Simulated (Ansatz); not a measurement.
# AlRu: point defects

Consider an 8-atom supercell of AlRu in the CsCl type structure (space group Pm-3m, No. 221) at its relaxed geometry.

```
AlRu
1.0
    2.98252    -2.98252    -2.98252
   -2.98252     2.98252    -2.98252
    2.98252     2.98252     2.98252
Al Ru
4 4
Direct
  0.50000   0.50000   0.00000
  0.00000   0.00000   0.00000
  0.00000   0.50000   0.50000
  0.50000   0.00000   0.50000
  0.50000   0.50000   0.50000
  0.00000   0.00000   0.50000
  0.00000   0.50000   0.00000
  0.50000   0.00000   0.00000
```

One neutral defect a cell, atoms relaxed at fixed cell.

Computed with r2SCAN (Ansatz, an electronic-structure program, PAW, scalar-relativistic without spin-orbit coupling).

```csv
change,pressure,largest displacement of a host atom from its site in the perfect cell
perfect supercell,0.0 GPa,–
Ru interstitial (started 1.49 Å from the nearest host atom),75.2 GPa,1.09 Å
"Al on a Ru site (antisite), symmetric start",4.2 GPa,0.00 Å
Sb on a Ru site,21.1 GPa,0.39 Å
Al vacancy,-11.1 GPa,0.31 Å
Ru vacancy,-4.9 GPa,0.00 Å
```

The cell is small, so the values are those of an ordered compound at a high defect concentration; dilute-limit values will differ. Defects with a symmetric start kept the site's symmetry and may sit on a saddle; the others started slightly shaken. All final runs are without spin polarisation.
